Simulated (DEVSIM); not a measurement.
Device: abrupt Si p-n junction, at 250 K.

| layer (left to right) | material | thickness (μm) | Nd (cm⁻³) | Na (cm⁻³) | τn (s) | τp (s) |
|---|---|---|---|---|---|---|
| 1 | Si | 0.660 | - | 5.1e16 | 3e-5 | 3e-5 |
| 2 | Si | 7.40 | 2.3e16 | - | 3e-5 | 3e-5 |

Left contact: ohmic. Right contact: ohmic. Voltage is applied to the left contact. Recombination: SRH at mid-gap, radiative. Mobility is μmin + (μ − μmin)/(1 + (N/Nref)^α).

The device is made up for the run: typed textbook-type constants, with dimensions and the other settings drawn at random. Values at 300 K; Nc and Nv go as T^1.5, mobilities as T to minus their exponent, the gap by Varshni's rule with the affinity fixed.

```csv
parameter,Si
gap (eV),1.124
affinity (eV),4.05
permittivity,11.7
Nc (cm⁻³),2.86e19
Nv (cm⁻³),3.1e19
μn (cm²/Vs),1417
μp (cm²/Vs),470
"μn,min",52
"μp,min",45
"Nref,n",9.7e16
"Nref,p",2.2e17
αn,0.68
αp,0.72
T exponent of μn,2.3
T exponent of μp,2.2
B (cm³/s),4.7e-15
Varshni α (eV/K),0.000473
Varshni β (K),636
```

Model (solved in DEVSIM): 1D drift-diffusion, Boltzmann statistics, complete ionisation; no tunnelling, impact ionisation, image-force lowering or self-heating.

The thickness of layer 2 was swept, all else fixed.

```tsv
thickness of layer 2 (μm)	dark forward voltage at 1 A/cm² (V)	dark forward voltage at 100 A/cm² (V)
1.5	0.689	0.791
2.6	0.692	0.795
4.4	0.694	0.799
7.4	0.695	0.806
13	0.696	0.817
22	0.696	0.832
37	0.697	0.852
```

From the first row to the last the dark forward voltage at 1 A/cm² goes from 0.689 to 0.697. From the first row to the last the dark forward voltage at 100 A/cm² goes from 0.791 to 0.852.
